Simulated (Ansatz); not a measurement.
# A short convergence ladder for LuBi2ClO4 (P4mm, 8 atoms in the cell)

```yaml
crystal:
  lattice:
    - [3.87644, 0.00000, 0.00000]
    - [0.00000, 3.87644, 0.00000]
    - [0.00000, 0.00000, 9.06032]
  atoms:
    - { symbol: Lu, position: [0.00000, 0.00000, 0.00552] }
    - { symbol: Bi, position: [0.50000, 0.50000, 0.27571] }
    - { symbol: Bi, position: [0.50000, 0.50000, 0.72429] }
    - { symbol: Cl, position: [0.00000, 0.00000, 0.50000] }
    - { symbol: O, position: [0.50000, 0.00000, 0.85157] }
    - { symbol: O, position: [0.50000, 0.00000, 0.14843] }
    - { symbol: O, position: [0.00000, 0.50000, 0.85157] }
    - { symbol: O, position: [0.00000, 0.50000, 0.14843] }
```

Base method: LDA (PW92), default PAW files made with PBE (plane waves; Ansatz, a quantum-chemistry and plane-wave program).

Base settings: basis.ecutwfc = 30.9 Ry; kpoints.mp_grid.grid = 7 7 3; hamiltonian.xc = lda; hamiltonian.pseudopotentials = {kind: paw} (the program's default PAW files); scf.occupations.method = fixed.

**The width of Fermi-Dirac smearing**

In this ladder: scf.occupations.method = fermi_dirac.

The mesh stays at the base's, so the ladder's end is converged at best in this setting alone.

Only quantities that move along the ladder and can be compared are tabulated.

| scf.occupations.width | free energy less the last step's (meV/atom) | pressure (GPa) | largest difference of a force vector from the last step's (eV/Å) |
|---|---|---|---|
| 0.0735 Ry | -257.56 | -3.75 | 1.215 |
| 0.0367 Ry | -17.01 | -8.09 | 0.162 |
| 0.0147 Ry | -0.28 | -8.62 | 0.010 |
| 0.0073 Ry | 0.00 | -8.64 | 0.000 |
| 0.0015 Ry | 0.00 | -8.64 | 0.000 |

Widest scf.occupations.width that holds the forces within 0.005 eV/Å of the last step, with all finer ones: 0.0073 Ry; the step before is off by 0.010 eV/Å.

Widest scf.occupations.width that holds the free energy within 1 meV/atom of the last step, with all finer ones: 0.0147 Ry; the step before is off by 17 meV/atom.

Widest scf.occupations.width that holds the pressure within 0.5 GPa of the last step, with all finer ones: 0.0147 Ry; the step before is off by 0.55 GPa.

On the base run: the starting cell comes from a database of computed structures (which also holds hypothetical and non-ambient phases and stackings), without a prior relaxation at this level. Its lattice was rescaled by up to half a per cent. One atom was moved a little off its site on purpose. In the base run, with a pressure of about -9 GPa the cell is away from its equilibrium volume at this level. In the base run, forces exceed 1 eV/Å. Ansatz's pressure includes its estimate of the finite-basis (Pulay) stress.

Keys are those of Ansatz 0.2.
